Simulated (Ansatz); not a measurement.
# What B on a Ti site (antisite), symmetric start does to TiB2

The parent structure is a 12-atom supercell of TiB₂ (space group P6/mmm, No. 191; a = 3.0247 Å, c = 3.2226 Å) at its relaxed geometry.

One thing is altered: a neutral B on a Ti site (antisite), symmetric start, atoms relaxed at fixed cell.

Computed with DFT with r2SCAN, PAW potentials and a 500 eV plane-wave cutoff in Ansatz (a first-principles code), spin-orbit coupling left out. k-mesh 12×12×12 (Γ-centred); smearing 0.05 eV (Fermi–Dirac).

```yaml
pressure: -6.9 GPa (base 0.0 GPa)
energy_gained_by_relaxation: 0.01 eV
largest_displacement_of_a_host_atom_from_its_site_in_the_perfect_cell: 0.01 Å
mean_distance_from_the_defect_site_to_its_nearest_host_atoms: 2.37 Å (base 2.38 Å)
```

Cost of the whole job for the changed cell (relaxation, final SCF and bands): roughly 4 core-minutes.

In so small a cell the defect repeats every few ångströms: this is an ordered compound, not a dilute defect. The defect started on the symmetric site and kept its symmetry, so it may sit on a saddle. The final runs are not spin-polarised. The defect cell is not spin-polarised.
